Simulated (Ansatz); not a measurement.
Defect migration in ferroelectric LiNbO3: interstitial H, charge state +1. Computed with PBE, PAW (plane waves to 420 eV; Ansatz, a quantum-chemistry and plane-wave program).

Cell of 120 host sites held at the relaxed PBE lattice; the Γ point alone; Fermi-Dirac width 0.01 eV, spin-restricted; finite-size errors left in. Energies are static. The charge state is imposed; whether it is stable for some Fermi level was not computed. Sites that were not tried may lie lower.

Barriers: single points on a 2×2×2 k-point mesh shifted by half a step along c at the bands' geometries.

Relaxed starting cell (atoms counted from 1):

```yaml
crystal:
  lattice:
    - [10.38111, 0.00000, 0.00000]
    - [-5.19055, 8.99030, 0.00000]
    - [0.00000, 0.00000, 14.01469]
  atoms:
    - { symbol: Li, position: [0.00341, 0.00180, 0.21889] }
    - { symbol: Li, position: [0.00086, 0.50053, 0.21858] }
    - { symbol: Li, position: [0.50081, 0.00094, 0.22113] }
    - { symbol: Li, position: [0.49976, 0.49980, 0.21802] }
    - { symbol: Li, position: [0.33391, 0.16763, 0.05737] }
    - { symbol: Li, position: [0.33144, 0.66213, 0.05215] }
    - { symbol: Li, position: [0.83402, 0.17022, 0.05317] }
    - { symbol: Li, position: [0.83398, 0.66633, 0.05105] }
    - { symbol: Nb, position: [0.16708, 0.33326, 0.16586] }
    - { symbol: Nb, position: [0.16827, 0.83417, 0.16586] }
    - { symbol: Nb, position: [0.66725, 0.33362, 0.16572] }
    - { symbol: Nb, position: [0.67121, 0.83421, 0.16646] }
    - { symbol: Nb, position: [0.33404, 0.16738, 0.33239] }
    - { symbol: Nb, position: [0.33408, 0.66673, 0.33164] }
    - { symbol: Nb, position: [0.83362, 0.16724, 0.33161] }
    - { symbol: Nb, position: [0.83355, 0.66662, 0.33186] }
    - { symbol: O, position: [0.02006, 0.35687, 0.10279] }
    - { symbol: O, position: [0.01940, 0.85703, 0.10358] }
    - { symbol: O, position: [0.52009, 0.35778, 0.10333] }
    - { symbol: O, position: [0.51953, 0.85747, 0.10259] }
    - { symbol: O, position: [0.33817, 0.47986, 0.10256] }
    - { symbol: O, position: [0.33880, 0.98136, 0.10260] }
    - { symbol: O, position: [0.83868, 0.48087, 0.10259] }
    - { symbol: O, position: [0.83786, 0.98188, 0.10100] }
    - { symbol: O, position: [0.00480, 0.19041, 0.26961] }
    - { symbol: O, position: [0.00429, 0.69094, 0.26955] }
    - { symbol: O, position: [0.50565, 0.19166, 0.26995] }
    - { symbol: O, position: [0.50481, 0.69096, 0.26898] }
    - { symbol: O, position: [0.14246, 0.16134, 0.10318] }
    - { symbol: O, position: [0.14316, 0.66219, 0.10352] }
    - { symbol: O, position: [0.64374, 0.16263, 0.10316] }
    - { symbol: O, position: [0.64371, 0.66323, 0.10285] }
    - { symbol: O, position: [0.18636, 0.49535, 0.26944] }
    - { symbol: O, position: [0.18704, 0.99580, 0.26953] }
    - { symbol: O, position: [0.68624, 0.49630, 0.26927] }
    - { symbol: O, position: [0.68613, 0.99596, 0.26889] }
    - { symbol: O, position: [0.30991, 0.31423, 0.26956] }
    - { symbol: O, position: [0.30968, 0.81425, 0.26931] }
    - { symbol: O, position: [0.81029, 0.31507, 0.26945] }
    - { symbol: O, position: [0.80954, 0.81532, 0.26866] }
    - { symbol: Li, position: [0.33331, 0.16684, 0.55223] }
    - { symbol: Li, position: [0.33467, 0.66814, 0.54917] }
    - { symbol: Li, position: [0.83336, 0.16640, 0.55027] }
    - { symbol: Li, position: [0.83287, 0.66763, 0.55051] }
    - { symbol: Li, position: [0.16667, 0.33387, 0.38444] }
    - { symbol: Li, position: [0.16692, 0.83415, 0.38431] }
    - { symbol: Li, position: [0.66574, 0.33303, 0.38447] }
    - { symbol: Li, position: [0.66590, 0.83374, 0.38522] }
    - { symbol: Nb, position: [0.99990, 0.00077, 0.49761] }
    - { symbol: Nb, position: [0.99938, 0.50074, 0.49702] }
    - { symbol: Nb, position: [0.49997, 0.00047, 0.49806] }
    - { symbol: Nb, position: [0.49964, 0.50025, 0.49892] }
    - { symbol: Nb, position: [0.16460, 0.33590, 0.66465] }
    - { symbol: Nb, position: [0.16618, 0.83188, 0.66446] }
    - { symbol: Nb, position: [0.66772, 0.33409, 0.66414] }
    - { symbol: Nb, position: [0.66585, 0.83311, 0.66490] }
    - { symbol: O, position: [0.35225, 0.02386, 0.43620] }
    - { symbol: O, position: [0.35189, 0.52390, 0.43675] }
    - { symbol: O, position: [0.85203, 0.02406, 0.43603] }
    - { symbol: O, position: [0.85132, 0.52393, 0.43540] }
    - { symbol: O, position: [0.17103, 0.14770, 0.43585] }
    - { symbol: O, position: [0.17041, 0.64777, 0.43541] }
    - { symbol: O, position: [0.67110, 0.14742, 0.43574] }
    - { symbol: O, position: [0.66972, 0.64683, 0.43591] }
    - { symbol: O, position: [0.33631, 0.35516, 0.60616] }
    - { symbol: O, position: [0.33792, 0.85698, 0.60279] }
    - { symbol: O, position: [0.83803, 0.35721, 0.60234] }
    - { symbol: O, position: [0.83779, 0.85718, 0.60295] }
    - { symbol: O, position: [0.47502, 0.32826, 0.43714] }
    - { symbol: O, position: [0.47570, 0.82855, 0.43610] }
    - { symbol: O, position: [0.97599, 0.32900, 0.43595] }
    - { symbol: O, position: [0.97517, 0.82861, 0.43597] }
    - { symbol: O, position: [0.01974, 0.16201, 0.60294] }
    - { symbol: O, position: [0.01886, 0.66094, 0.60249] }
    - { symbol: O, position: [0.51950, 0.16185, 0.60306] }
    - { symbol: O, position: [0.51832, 0.66114, 0.60330] }
    - { symbol: O, position: [0.14370, 0.48159, 0.60141] }
    - { symbol: O, position: [0.14193, 0.97972, 0.60318] }
    - { symbol: O, position: [0.64280, 0.48090, 0.60271] }
    - { symbol: O, position: [0.64232, 0.98050, 0.60278] }
    - { symbol: Li, position: [0.17886, 0.35072, 0.89677] }
    - { symbol: Li, position: [0.16378, 0.82931, 0.88359] }
    - { symbol: Li, position: [0.67827, 0.33952, 0.88669] }
    - { symbol: Li, position: [0.66831, 0.83250, 0.88309] }
    - { symbol: Li, position: [0.99469, 0.98872, 0.70740] }
    - { symbol: Li, position: [0.99805, 0.50088, 0.71802] }
    - { symbol: Li, position: [0.50139, 0.99916, 0.71429] }
    - { symbol: Li, position: [0.49718, 0.49875, 0.71746] }
    - { symbol: Nb, position: [0.35085, 0.16307, 0.84072] }
    - { symbol: Nb, position: [0.33372, 0.66657, 0.83164] }
    - { symbol: Nb, position: [0.83223, 0.16700, 0.83108] }
    - { symbol: Nb, position: [0.83261, 0.66658, 0.83183] }
    - { symbol: Nb, position: [0.00213, 0.99790, 0.99944] }
    - { symbol: Nb, position: [0.00063, 0.50132, 0.00009] }
    - { symbol: Nb, position: [0.50287, 0.99248, 0.00313] }
    - { symbol: Nb, position: [0.50122, 0.50017, 0.99885] }
    - { symbol: O, position: [0.17203, 0.17680, 0.77723] }
    - { symbol: O, position: [0.18631, 0.69035, 0.76958] }
    - { symbol: O, position: [0.68436, 0.19060, 0.77019] }
    - { symbol: O, position: [0.68588, 0.69074, 0.76981] }
    - { symbol: O, position: [0.00269, 0.31357, 0.76751] }
    - { symbol: O, position: [0.00474, 0.81206, 0.76917] }
    - { symbol: O, position: [0.49949, 0.31304, 0.76815] }
    - { symbol: O, position: [0.50476, 0.81365, 0.76942] }
    - { symbol: O, position: [0.17279, 0.02081, 0.93747] }
    - { symbol: O, position: [0.17442, 0.52838, 0.93830] }
    - { symbol: O, position: [0.67392, 0.02473, 0.93747] }
    - { symbol: O, position: [0.67220, 0.52319, 0.93655] }
    - { symbol: O, position: [0.30637, 0.49205, 0.77151] }
    - { symbol: O, position: [0.31157, 0.99563, 0.76996] }
    - { symbol: O, position: [0.80667, 0.49307, 0.77032] }
    - { symbol: O, position: [0.80924, 0.99557, 0.76929] }
    - { symbol: O, position: [0.35326, 0.32800, 0.93708] }
    - { symbol: O, position: [0.35507, 0.83076, 0.93568] }
    - { symbol: O, position: [0.85654, 0.32732, 0.93679] }
    - { symbol: O, position: [0.85361, 0.82786, 0.93650] }
    - { symbol: O, position: [0.48006, 0.14884, 0.93680] }
    - { symbol: O, position: [0.47684, 0.64694, 0.93609] }
    - { symbol: O, position: [0.98658, 0.14696, 0.92922] }
    - { symbol: O, position: [0.97582, 0.64615, 0.93596] }
    - { symbol: H, position: [0.09468, 0.14928, 0.82701] }
```
Cell charge +1.

End state 1 differs by these moves (Å; atoms that move under 0.08 Å are left out):

| atom | element | Δx | Δy | Δz |
|---|---|---|---|---|
| 41 | Li | 0.04 | 0.02 | -0.08 |
| 78 | O | 0.02 | 0.08 | 0.08 |
| 81 | Li | -0.07 | -0.11 | -0.11 |
| 85 | Li | -0.13 | -0.06 | 0.23 |
| 97 | O | 0.19 | -0.05 | -0.29 |
| 101 | O | 0.08 | -0.02 | 0.03 |
| 103 | O | 0.08 | 0.01 | 0.04 |
| 119 | O | -0.08 | 0.00 | 0.09 |
| 121 | H | 1.22 | -0.31 | -1.77 |

Problem. What forward and backward barriers to end state 1 does PBE, PAW give?

Solution. forward 0.47 eV, backward 0.35 eV; at the saddle point atom 121 has neighbours Li at 1.86; O at 0.97 Å. The check of the saddle point's order was inconclusive.

End state 2 differs by these moves (Å; atoms that move under 0.08 Å are left out):

```json
[
 {"atom": "5", "element": "Li", "Δx": "0.00", "Δy": "0.00", "Δz": "-0.09"},
 {"atom": "81", "element": "Li", "Δx": "0.00", "Δy": "-0.14", "Δz": "-0.18"},
 {"atom": "83", "element": "Li", "Δx": "-0.18", "Δy": "0.00", "Δz": "0.00"},
 {"atom": "84", "element": "Li", "Δx": "-0.17", "Δy": "-0.04", "Δz": "0.19"},
 {"atom": "85", "element": "Li", "Δx": "0.09", "Δy": "0.16", "Δz": "0.00"},
 {"atom": "89", "element": "Nb", "Δx": "-0.19", "Δy": "0.03", "Δz": "-0.12"},
 {"atom": "91", "element": "Nb", "Δx": "-0.06", "Δy": "0.19", "Δz": "0.14"},
 {"atom": "94", "element": "Nb", "Δx": "0.03", "Δy": "0.08", "Δz": "0.04"},
 {"atom": "95", "element": "Nb", "Δx": "-0.07", "Δy": "0.08", "Δz": "-0.06"},
 {"atom": "97", "element": "O", "Δx": "0.09", "Δy": "0.15", "Δz": "-0.11"},
 {"atom": "103", "element": "O", "Δx": "0.08", "Δy": "0.01", "Δz": "0.03"},
 {"atom": "112", "element": "O", "Δx": "0.15", "Δy": "0.00", "Δz": "0.11"},
 {"atom": "115", "element": "O", "Δx": "-0.07", "Δy": "0.04", "Δz": "0.00"},
 {"atom": "116", "element": "O", "Δx": "-0.06", "Δy": "0.11", "Δz": "-0.10"},
 {"atom": "119", "element": "O", "Δx": "-0.10", "Δy": "0.05", "Δz": "0.12"},
 {"atom": "121", "element": "H", "Δx": "-1.47", "Δy": "-1.83", "Δz": "0.00"}
]
```

Problem. Estimate the forward and backward barriers to end state 2 that PBE, PAW returns for this input.

Solution. forward 1.08 eV, backward 1.08 eV; at the saddle point atom 121 has neighbours Li at 1.78; O at 1.27, O at 1.28 Å. The check of the saddle point's order was inconclusive.
